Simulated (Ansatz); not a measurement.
System: CaZrN2 (R-3m, No. 166, 4 atoms in the cell; start mp-1029267). Method: LDA (Ansatz, an electronic-structure program, plane waves, PAW).

Settings: plane-wave cutoff 520 eV, 12×12×12 k mesh, scalar-relativistic PAW data made under PBE.

Computed at the level's own relaxed cell.

Elastic tensor (GPa, Voigt notation, ions relaxed):

```
  399.1    94.3    85.5     9.5     0.0     0.0
   94.3   399.1    85.5    -9.5     0.0     0.0
   85.5    85.5   361.9     0.0     0.0     0.0
    9.5    -9.5     0.0   126.7     0.0     0.0
    0.0     0.0     0.0     0.0   126.7     9.5
    0.0     0.0     0.0     0.0     9.5   152.4
```

Task: Work out the Voigt, Reuss and Hill averages of the bulk and shear moduli, Young's modulus and Poisson's ratio from the printed constants.

Result: K_V = [C11 + C22 + C33 + 2(C12 + C13 + C23)]/9 = [1160.1 + 2 × 265.3]/9 = 187.9 GPa. G_V = [1160.1 − 265.3 + 3 × 405.8]/15 = 140.8 GPa. From the compliances S = C⁻¹, K_R = 187.3 and G_R = 139.2 GPa. Hill means: K = 187.6, G = 140.0 GPa. E = 9KG/(3K + G) = 336 GPa, ν = (3K − 2G)/(6K + 2G) = 0.20, K/G = 1.34.

Note: the relaxation could not lower the start's symmetry, so the cell can be a saddle point above a distorted one.

A start named mp-… is a Materials Project structure, which need not be a measured phase.
